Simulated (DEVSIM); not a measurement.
Device: Cr/SiO2/n-Ge capacitor, at 250 K.

Layer 1 from the left is SiO2, thickness (nm) 13.0. Layer 2 from the left is Ge, thickness (nm) 540, Nd (cm⁻³) 1.2e18.

Metal gate on the left, work function 4.5 eV. Fixed charge at the semiconductor interface 0 cm⁻² (in units of +e); interface traps 1.1e10 cm⁻² eV⁻¹, uniform in energy, neutral level at 0.5 of the gap above the valence band.

This is a model device: material constants are rounded textbook-type values typed into the input, and sizes, dopings and lifetimes were drawn at random. Values at 300 K; Nc and Nv go as T^1.5, mobilities as T to minus their exponent, the gap by Varshni's rule with the affinity fixed.

SiO2: gap (eV) 9, affinity (eV) 0.9, permittivity 3.9. Ge: gap (eV) 0.664, affinity (eV) 4, permittivity 16, Nc (cm⁻³) 1.04e19, Nv (cm⁻³) 6e18, Varshni α (eV/K) 0.000477, Varshni β (K) 235.

Model (solved in DEVSIM): 1D Poisson equation in equilibrium, Boltzmann statistics, complete ionisation; no quantum confinement or tunnelling. Metal contacts follow the ideal Schottky-Mott rule: no Fermi-level pinning, no interface dipoles.

Q: What does the simulation give for the flat-band voltage, the minimum of the low-frequency capacitance?

A: flat-band voltage 0.46 V; minimum of the low-frequency capacitance 0.177 μF/cm².
